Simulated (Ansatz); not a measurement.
A computed series for InSb: response to strain

Take InSb in the zinc blende structure (space group F-43m, No. 216; a = 6.556 Å) as the base. Axes: x, y, z lie along the cube axes.

Strains are applied to the cell and any free atomic positions relax.

Method: DFT with r2SCAN, PAW potentials and a 500 eV plane-wave cutoff in Ansatz (an electronic-structure program), scalar-relativistic without spin-orbit coupling.

Notes on the quantities. pressure: mean of the normal stresses, compression positive.

```tsv
variant	band gap	pressure	volume per atom
base	zero	0.0 GPa	35.23 Å³
uniaxial strain ε_zz = −3.00 %	0.10 eV	1.4 GPa	34.17 Å³
uniaxial strain ε_zz = −2.50 %	0.09 eV	1.2 GPa	34.34 Å³
uniaxial strain ε_zz = −2.00 %	0.08 eV	0.9 GPa	34.52 Å³
uniaxial strain ε_zz = −1.50 %	0.06 eV	0.7 GPa	34.70 Å³
uniaxial strain ε_zz = −0.50 %	zero	___	35.05 Å³
```

**Question.** Some entries are withheld; estimate them.

**Answer.** 
- uniaxial strain ε_zz = −0.50 %, pressure: 0.2 GPa

Spin-orbit coupling, missing from the scalar runs, can matter with Sb. No phonon test of stability was made. The final runs are not spin-polarised. Gaps under 0.05 eV, about the width of the smearing, are given as zero. A zero or small gap of InSb can be the functional's error rather than a property of the material.
